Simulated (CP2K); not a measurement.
Worked example: self-consistent single point of P (Cmce, 4 atoms in the cell) in CP2K

Method of the run: CP2K with PBE, GPW, DZVP-MOLOPT-SR-GTH basis, GTH-PBE potentials (GTH_POTENTIALS).

The input file:

```
&GLOBAL
  PROJECT bulk
  RUN_TYPE ENERGY_FORCE
  PRINT_LEVEL MEDIUM
&END GLOBAL
&FORCE_EVAL
  METHOD Quickstep
  STRESS_TENSOR ANALYTICAL
  &DFT
    BASIS_SET_FILE_NAME BASIS_MOLOPT
    POTENTIAL_FILE_NAME GTH_POTENTIALS
    &QS
      METHOD GPW
      EPS_DEFAULT 1E-10
    &END QS
    &MGRID
      CUTOFF 400
      REL_CUTOFF 60
      NGRIDS 5
    &END MGRID
    &SCF
      SCF_GUESS ATOMIC
      EPS_SCF 1E-7
      MAX_SCF 100
      ADDED_MOS 5
      &DIAGONALIZATION
        ALGORITHM STANDARD
      &END DIAGONALIZATION
      &MIXING
        METHOD BROYDEN_MIXING
        ALPHA 0.2
        NBUFFER 10
        BETA 1
      &END MIXING
      &SMEAR ON
        METHOD FERMI_DIRAC
        ELECTRONIC_TEMPERATURE [K] 580.23
      &END SMEAR
    &END SCF
    &KPOINTS
      SCHEME MONKHORST-PACK 4 4 3
      GAMMA_CENTERED T
    &END KPOINTS
    &XC
      &XC_FUNCTIONAL PBE
      &END XC_FUNCTIONAL
    &END XC
    &PRINT
      &MO
        EIGENVALUES T
        OCCUPATION_NUMBERS T
        NDIGITS 8
        FILENAME mo
        &EACH
          QS_SCF 0
        &END EACH
        ADD_LAST NUMERIC
      &END MO
      &MULLIKEN ON
      &END MULLIKEN
    &END PRINT
  &END DFT
  &SUBSYS
    &CELL
      ABC 5.46767000 5.46766985 4.35810000
      ALPHA_BETA_GAMMA 90.00000000 90.00000000 144.94362427
      PERIODIC XYZ
    &END CELL
    &COORD
      SCALED
      P        0.10170000     0.89830000     0.91940000
      P        0.39830000     0.60170000     0.41940000
      P        0.60170000     0.39830000     0.58060000
      P        0.89830000     0.10170000     0.08060000
    &END COORD
    &KIND P
      BASIS_SET DZVP-MOLOPT-SR-GTH-q5
      POTENTIAL GTH-PBE-q5
    &END KIND
  &END SUBSYS
  &PRINT
    &FORCES ON
    &END FORCES
    &STRESS_TENSOR ON
    &END STRESS_TENSOR
  &END PRINT
&END FORCE_EVAL
```

Output, abridged:

```
 GLOBAL| Method name                                                        CP2K
 GLOBAL| Project name                                                       bulk
 GLOBAL| Run type                                                   ENERGY_FORCE

 CELL| Volume [angstrom^3]:                                            74.834646
 CELL| Vector a [angstrom]:       5.468     0.000     0.000   |a| =     5.467670
 CELL| Vector b [angstrom]:      -4.476     3.141     0.000   |b| =     5.467670
 CELL| Vector c [angstrom]:       0.000     0.000     4.358   |c| =     4.358100
 CELL| Angle (b,c), alpha [degree]:                                    90.000000
 CELL| Angle (a,c), beta  [degree]:                                    90.000000
 CELL| Angle (a,b), gamma [degree]:                                   144.943624
 CELL| Numerically orthorhombic:                                              NO
 CELL| Periodicity                                                           XYZ

 DFT| Spin restricted Kohn-Sham (RKS) calculation                            RKS
 DFT| Multiplicity                                                             1
 DFT| Number of spin states                                                    1
 DFT| Charge                                                                   0
 DFT| XC density smoothing                                                  NONE
 DFT| XC derivatives                                                          PW

 QS| Method:                                                                 GPW
 QS| Density plane wave grid type                        NON-SPHERICAL FULLSPACE
 QS| Number of grid levels:                                                    5
 QS| Density cutoff [a.u.]:                                                200.0
 QS| Multi grid cutoff [a.u.]: 1) grid level                               200.0
   [... lines left out ...]
 BRILLOUIN| Wavefunction type                                            COMPLEX
 BRILLOUIN| List of Kpoints [2 Pi/Bohr]                                       26
 BRILLOUIN| Number           Weight            X              Y              Z
 BRILLOUIN|     1           0.04167       -0.25000       -0.25000       -0.33333
 BRILLOUIN|     2           0.04167       -0.25000       -0.25000        0.00000
 BRILLOUIN|     3           0.04167       -0.25000       -0.25000        0.33333
   [... 23 lines left out ...]
 *******************************************************************************

 Extrapolation method: initial_guess

 Re-scaling the density matrix to get the right number of electrons
                  # Electrons              Trace(P)               Scaling factor
                           20                20.000                        1.000

 Number of electrons:                                                         20
 Number of occupied orbitals:                                                 10
 Number of molecular orbitals:                                                15

 Number of orbital functions:                                                 52
 Number of independent orbital functions:                                     52
 SCF WAVEFUNCTION OPTIMIZATION

  Step     Update method      Time    Convergence         Total energy    Change
     1 NoMix/Diag. 0.20E+00      -     0.53593039       -26.6947600352 -2.67E+01
     2 Broy./Diag. 0.20E+00      -     0.00309663       -26.2260907375  4.69E-01
     3 Broy./Diag. 0.20E+00      -     0.01556613       -26.2477970898 -2.17E-02
     4 Broy./Diag. 0.20E+00      -     0.00042605       -26.3230609462 -7.53E-02
     5 Broy./Diag. 0.20E+00      -     0.00139521       -26.3485717345 -2.55E-02
     6 Broy./Diag. 0.20E+00      -     0.00022709       -26.3518347461 -3.26E-03
     7 Broy./Diag. 0.20E+00      -     0.00038472       -26.3532185167 -1.38E-03
   [... 2 lines left out ...]
    10 Broy./Diag. 0.20E+00      -     0.00001322       -26.3514492476  2.26E-04
    11 Broy./Diag. 0.20E+00      -     0.00000939       -26.3513027608  1.46E-04
    12 Broy./Diag. 0.20E+00      -     0.00000021       -26.3512729710  2.98E-05
    13 Broy./Diag. 0.20E+00      -     0.00000042       -26.3512635546  9.42E-06
    14 Broy./Diag. 0.20E+00      -     9.8691E-09       -26.3512622930  1.26E-06
  *** SCF run converged in    14 steps ***

  Electronic density on regular grids:        -19.9999999999        0.0000000001
  Core density on regular grids:               19.9999999972       -0.0000000028
  Total charge density on r-space grids:       -0.0000000028
  Total charge density g-space grids:          -0.0000000028

  Overlap energy of the core charge distribution:               0.00000000019575
  Self energy of the core charge distribution:                -65.60343994741353
  Core Hamiltonian energy:                                     14.29042630239710
  Hartree energy:                                              31.72706310013580
  Exchange-correlation energy:                                 -6.76527022574080
  Electronic entropic energy:                                  -0.00004152262542
  Fermi energy:                                                 0.24800220512814

  Total energy:                                               -26.35126229304322
  Total energy (extrapolated to T->0):                        -26.35124153173051

                     Mulliken Population Analysis

 #  Atom  Element  Kind  Atomic population                           Net charge
       1     P        1          5.000000                             -0.000000
       2     P        1          4.999999                              0.000001
       3     P        1          5.000001                             -0.000001
       4     P        1          5.000000                              0.000000
 # Total charge                             20.000000                 -0.000000

 ENERGY| Total FORCE_EVAL ( QS ) energy [hartree]            -26.351263797989496

 FORCES| Atomic forces [hartree/bohr]
 FORCES|   Atom     x               y               z               |f|
 FORCES|      1  5.00435382E-03 -1.58058602E-03  1.91522046E-03   5.58658023E-03
 FORCES|      2 -5.00435382E-03  1.58058602E-03  1.91519564E-03   5.58657172E-03
 FORCES|      3  5.00435111E-03 -1.58057083E-03 -1.91522046E-03   5.58657351E-03
 FORCES|      4 -5.00435111E-03  1.58057083E-03 -1.91519564E-03   5.58656501E-03
 FORCES| Sum     1.43773882E-14 -2.88657986E-15  2.82940338E-13
 FORCES| Total atomic force                                       2.83320095E-13

 STRESS| Analytical stress tensor [bar]
 STRESS|                        x                   y                   z
 STRESS|      x        4.31158930844E+04   2.59799365762E+03   1.42830851866E-06
 STRESS|      y        2.59799365762E+03   5.05207843684E+04   8.06117834679E-07
 STRESS|      z        1.42830851866E-06   8.06117834679E-07   2.66093676853E+04
 STRESS| 1/3 Trace                                             4.00820150460E+04
```

The run converged in 14 iterations.

The starting cell has typed, rounded lattice constants, without a prior relaxation at this level. Its lattice was rescaled by up to half a per cent. Values carry the incompleteness of an atom-centred basis. With a pressure of about 4 GPa the cell is away from its equilibrium volume at this level.
